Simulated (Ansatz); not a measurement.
## A computed series for SiC: response to strain

Take SiC (space group P6_3mc, No. 186) as the base.

```yaml
crystal:
  lattice:
    - [3.07776, 0.00000, 0.00000]
    - [-1.53888, 2.66542, 0.00000]
    - [0.00000, 0.00000, 10.07734]
  atoms:
    - { symbol: Si, position: [0.00000, 0.00000, 0.00030] }
    - { symbol: Si, position: [0.00000, 0.00000, 0.50030] }
    - { symbol: Si, position: [0.66667, 0.33333, 0.75024] }
    - { symbol: Si, position: [0.33333, 0.66667, 0.25024] }
    - { symbol: C, position: [0.00000, 0.00000, 0.81287] }
    - { symbol: C, position: [0.00000, 0.00000, 0.31287] }
    - { symbol: C, position: [0.66667, 0.33333, 0.56221] }
    - { symbol: C, position: [0.33333, 0.66667, 0.06221] }
```

Cartesian axes are those of the cell as printed.

Strains are applied to the cell and any free atomic positions relax; under biaxial strain the out-of-plane vector relaxes too; under stress the whole cell relaxes.

Level of theory: r2SCAN, PAW, 500 eV (Ansatz, a program for electronic structure; scalar-relativistic without spin-orbit coupling), earlier PAW set.

Candidates:
(a) strain tensor (xx, yy, zz, yz, xz, xy) = (+0.37, −0.58, +1.66, −0.30, −2.12, +1.21) %
(b) biaxial strain −0.90 %, plane normal [001], relaxed out of plane
(c) uniaxial stress, 5 GPa compression along z
(d) uniaxial strain ε_zz = −1.73 %
(e) tensor shear ε_xz = +1.93 %

For the base:

```
Quantity   Result
--------  -------
Band gap  2.60 eV
```

Problem. Order them by band gap, highest first.

Solution. (c) uniaxial stress, 5 GPa compression along z (2.62 eV), (d) uniaxial strain ε_zz = −1.73 % (2.59 eV), (b) biaxial strain −0.90 %, plane normal [001], relaxed out of plane (2.53 eV), (e) tensor shear ε_xz = +1.93 % (2.40 eV), (a) strain tensor (xx, yy, zz, yz, xz, xy) = (+0.37, −0.58, +1.66, −0.30, −2.12, +1.21) % (2.24 eV)

Stability under load was not tested beyond the relaxation.
